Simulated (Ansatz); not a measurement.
The reference is BP in the zinc blende structure (space group F-43m, No. 216; a = 4.5364 Å).

Level of theory: r2SCAN (Ansatz, a quantum-chemistry and plane-wave program, PAW, no spin-orbit coupling), earlier PAW set.

Base values:

Hole mass: 0.24, 0.24, 0.32 mₑ (at Γ)

The change: the cell is scaled by 1.0093 in all directions; the atoms relax in the strained cell.

Task: How does this affect the mean gap deformation potential ΔEg/Δln V, hole mass and energy relative to the base?

Result: The mean gap deformation potential ΔEg/Δln V amounts to +1.4 eV; the hole mass (degenerate bands, along [100]) changes from 0.24, 0.24, 0.32 mₑ (at Γ) to 0.24, 0.24, 0.31 mₑ (at Γ); the energy rises by 4.7 meV/atom.

Masses are band curvatures over ±0.01 Å⁻¹ around the edge. Whether these cells are dynamically stable was not tested.
